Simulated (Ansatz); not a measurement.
The reference is WSi2 (space group I4/mmm, No. 139; a = 3.229 Å, c = 7.867 Å).

Level of theory: Kohn–Sham DFT with the PBE functional, run in Ansatz (a program for electronic structure) with PAW and 420 eV plane waves, scalar-relativistic without spin-orbit coupling.

One change was made to it. Results:

```
quantity             base     after
---------------  --------  --------
band gap             zero      zero
volume per atom  13.67 Å³  13.40 Å³
```

Q: What was done to the base?
A. pressure 30 GPa
B. pressure 4.5 GPa
C. pressure −2 GPa
D. pressure −1 GPa
E. pressure 0.9 GPa

A: B, pressure 4.5 GPa. For comparison, the volume per atom in the other runs: pressure −2 GPa gives 13.80 Å³; pressure 30 GPa gives 12.26 Å³; pressure −1 GPa gives 13.74 Å³; pressure 0.9 GPa gives 13.62 Å³.

Load acts through the strain it causes; cell and atoms are relaxed under it. Whether these cells are dynamically stable was not tested. Competing high-pressure phases were not computed. The final runs are not spin-polarised.
